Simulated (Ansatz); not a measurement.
The starting structures come from a database of crystals and need not be the phases stable at ambient conditions.

By PBEsol, the system below comes out a metal.

```
CELL_PARAMETERS angstrom
      3.00865     0.00000     0.00000
     -1.50432     2.60557     0.00000
      0.00000     0.00000     4.58486
ATOMIC_POSITIONS crystal
  W  0.33333 0.66667 0.74633
  W  0.66667 0.33333 0.25367
  C  0.00000 0.00000 0.00000
```

Space group of this cell: P-3m1. The cell is strained (all lengths scaled by 0.98); by PBEsol its mean pressure is 11.6 GPa.

The current flows along the normal of the first two printed cell vectors, the (001) plane of the conventional cell. No spin-orbit coupling; the value is a mean over 0.1 eV about the Fermi level.

Task: Estimate the ballistic conductance per area that PBEsol (Ansatz, a quantum-chemistry and plane-wave program) returns for this system.

Result: 1.2 × 10¹⁵ S/m² for both spins.
